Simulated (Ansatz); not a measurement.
We consider TiAs (P6₃/mmc, No. 194), described by PBEsol-D3(BJ) in Ansatz (PAW).

Numerical settings: plane-wave cutoff 520 eV, 18×18×6 k mesh (along the axes of the cell as run), Fermi–Dirac smearing 0.05 eV, no spin polarisation, scalar-relativistic PAW data made under PBE.

Computed at the level's own relaxed cell.

Predict the bulk modulus B0, equilibrium volume per atom, lattice parameter a and lattice parameter c.


- bulk modulus B0 = 142 GPa
- equilibrium volume per atom = 16.10 Å³/atom
- lattice parameter a = 3.545 Å
- lattice parameter c = 11.834 Å

The run finds no gap.

Note: the volume lies 9 % below that of the published cell; the bulk modulus comes from volumes at which shape and atoms were relaxed.

Computed values are for the static lattice.

Ansatz is a quantum-chemistry and plane-wave program.
